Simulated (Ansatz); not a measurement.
Ansatz (a first-principles code) run on TiSb (P6_3/mmc, 4 atoms in the cell): self-consistent single point.

Method of the run: PBEsol, default PAW files made with PBE (plane waves; Ansatz).

```
TiSb
1.0
    4.08086     0.00000     0.00000
   -2.04043     3.53413     0.00000
    0.00000     0.00000     6.19765
Ti Sb
2 2
Direct
  0.00000   0.00000   0.00000
  0.00000   0.00000   0.50000
  0.33333   0.66667   0.25000
  0.66667   0.33333   0.75000
```

Reference input (self-consistent single point, DFT, PBEsol, plane waves, default PAW files made with PBE): kpoints.mp_grid.grid = 9 9 6; hamiltonian.xc = pbesol; hamiltonian.pseudopotentials = {kind: paw} (the program's default PAW files); scf.occupations.method = cold; scf.occupations.width = 0.136 eV. This run's input differs from it in these lines:

Ansatz 0.2 input:
```diff
@@ -12,3 +12,3 @@
   mp_grid:
-    grid: [9, 9, 6]
+    grid: [8, 8, 5]
 hamiltonian:
```

Output (repeated stretches shortened):

```
SCF iter   1: F=—  HF=-17765.963772 eV  |F-HF|=—  |Δ(HF+E_count)|=         —  Δρ=5.09e-3  dr2=1.77e-2  ethr=1.77e-3  ⟨swp⟩=5.8  Hψ=4216  notcnv=0
all-band conjugate gradients solve this SCF's bands
preconditioner: auto → Kerker (q_TF=auto, 2.508 Å⁻¹)
SCF iter   2: F=—  HF=-17765.959230 eV  |F-HF|=—  |Δ(HF+E_count)|=   4.54e-3  S|Δr|=    0.00e0  Δρ=1.81e-3  dr2=1.85e-3  ethr=3.27e-5  ⟨swp⟩=3.0  Hψ=2111  notcnv=0  defer=5
   [... lines left out ...]
SCF iter   5: F=—  HF=-17765.958919 eV  |F-HF|=—  |Δ(HF+E_count)|=   5.66e-6  S|Δr|=    0.00e0  Δρ=3.33e-5  dr2=1.22e-6  ethr=3.85e-8  ⟨swp⟩=2.0  Hψ=1231  notcnv=0  defer=5
SCF iter   6: F=—  HF=-17765.958919 eV  |F-HF|=—  |Δ(HF+E_count)|=   6.37e-9  S|Δr|=    0.00e0  Δρ=1.26e-5  dr2=2.84e-7  ethr=2.25e-9  ⟨swp⟩=2.6  Hψ=1571  notcnv=0  defer=5
SCF iter   7: F=-17765.958919 eV  HF=-17765.958919 eV  |F-HF|=8.44e-10  |Δ(HF+E_count)|=   1.51e-8  S|Δr|=    0.00e0  Δρ=3.79e-6  dr2=1.32e-8  ethr=1.85e-10  ⟨swp⟩=6.8  Hψ=3411  notcnv=0
SCF 1 converged in 7 iterations: F = -17765.958919 eV  dr2 = 1.32e-8
Stability not checked (fill_not_monotonic)
Free energy (F): -17765.958919 eV
Internal energy: -17765.953801 eV  (E = F + TS)
E sigma→0 (E₀):  -17765.957213 eV
Entropy (-TS):   -0.005118 eV (-1.279 meV/atom)
Fermi energy:    11.990274 eV
--- Forces (eV/Å), atoms counted from 1 ---
  atom   1  Ti     0.00000000    -0.00000000     0.00000000
   [... zero for the other atoms too ...]
--- Stress (GPa, compression-positive) ---
       -4.216467       0.000000       0.000000
        0.000000      -4.216467       0.000000
        0.000000       0.000000      -4.087718
  P = ⅓ Tr σ = -4.1736 GPa (-41.736 kbar)
  The stress holds the Pulay correction. Without it, at fixed plane waves, as pw.x and ABINIT print it: P = -4.2023 GPa
```

The run converged in 7 iterations. Against the reference run the free energy goes down by 1.3 meV/atom and the pressure stays at -4.17 GPa.

The starting cell comes from a database of computed structures (which also holds hypothetical and non-ambient phases and stackings), without a prior relaxation at this level. Its lattice was rescaled by a random factor within 2.5 % of one. Spin polarisation is off. Ansatz's pressure includes its estimate of the finite-basis (Pulay) stress.
